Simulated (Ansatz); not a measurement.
N on the 1x1 (0001) surface of hcp Ru, one in a 1x1 cell, energies for each (6.4 Å²). Energies are against ½ N2(g), without zero-point or thermal terms; each row is named by its start.

Computed with PBE (plane waves to 420 eV, PAW; Ansatz, a quantum-chemistry and plane-wave program).

**Question.** Which site binds most strongly?
(A) hollow Ru-Ru-Ru
(B) hollow Ru-Ru-Ru over Ru at depth 2.1 Å
(C) top Ru

**Answer.** B, hollow Ru-Ru-Ru over Ru at depth 2.1 Å. Adsorption energies: hollow Ru-Ru-Ru over Ru at depth 2.1 Å 0.34 eV; hollow Ru-Ru-Ru 0.50 eV; top Ru 1.40 eV.
